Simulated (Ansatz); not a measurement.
**tetragonal MoSi2 (0 0 1) on 3C silicon carbide (0 0 1) (film strained to the substrate, started from cuts of the bulks and a machine-learned relaxation)**

A periodic stack without vacuum, tetragonal MoSi2 (0 0 1) on 3C silicon carbide (0 0 1) (film strained to the substrate, started from cuts of the bulks and a machine-learned relaxation): substrate slab C6Si5, film Mo3Si8, surface cells [[1, 0], [1, 1]] and [[0, 1], [-1, 0]], film strained by -3.7 and -3.7 %, outermost planes C/C and Si/Si as cut, which need not be the usual terminations and can put a slab off its formula.

The start was prepared with a machine-learned potential, and the result is one local minimum, with the in-plane cell held and forces under 0.04 eV/Å; the film can end far from its bulk form.

These are PBE (plane waves to 420 eV, PAW; Ansatz, an electronic-structure program) values and carry that method's errors. Scalar-relativistic, without spin–orbit coupling; the runs are not spin-polarised; PBE gaps are too small against experiment. Its k-point mesh 10×10×1, Fermi–Dirac width 0.05 eV.

```
Item                                                                                                                                                                                   Value
--------------------------------------------------------------------------------  ----------------------------------------------------------------------------------------------------------
interface area                                                                                                                                                                        9.6 Å²
period                                                                                                                                                                               27.87 Å
gaps between the outermost planes at the two interfaces                                                                                                                      1.10 and 1.23 Å
C–Si contacts across the interfaces within 1.22 times the sum of covalent radii                                                                                               4, mean 1.94 Å
Si–Si contacts across the interfaces within 1.22 times the sum of covalent radii                                                                                              1, mean 2.44 Å
estimate of the barrier                                                           withheld, since the Fermi level falls at or inside a band of the host, which a slab this thin can't settle
slope of the mean potential energy in the substrate                                                                                                                           +2.4 MV/cm × e
```

```xyz
22
Lattice="3.0971 -0.0001 -0.0571 -0.0019 3.0946 -0.1262 -1.0318 -0.3594 27.9304" Properties=species:S:1:pos:R:3 pbc="T T T"
C     -0.1782     0.9645     3.0938
C      1.3271     2.4181     0.7093
C     -0.0974     1.1445     7.4693
C      1.4099     2.6019     5.1901
C     -0.0167     1.3234    11.8456
C      1.4906     2.7815     9.5658
Si    -0.1587     2.5571     4.1314
Si     1.3504     0.9206     1.9842
Si    -0.0782     2.7366     8.5005
Si     1.4311     1.0995     6.3512
Si     1.5117     1.2788    10.7213
Mo     1.6888     0.1373    20.2291
Si     0.0029     2.9154    12.8794
Si     1.5891    -0.0852    14.8521
Mo     0.0659     1.5212    16.2141
Si     1.6393     0.0266    17.5462
Si     0.1146     1.6294    18.8521
Si     0.1641     1.7400    21.5383
Si     1.7382     0.2487    22.9132
Mo     0.2127     1.8495    24.1787
Si     1.7877     0.3588    25.5931
Si     0.2733     0.4653    27.4760
```
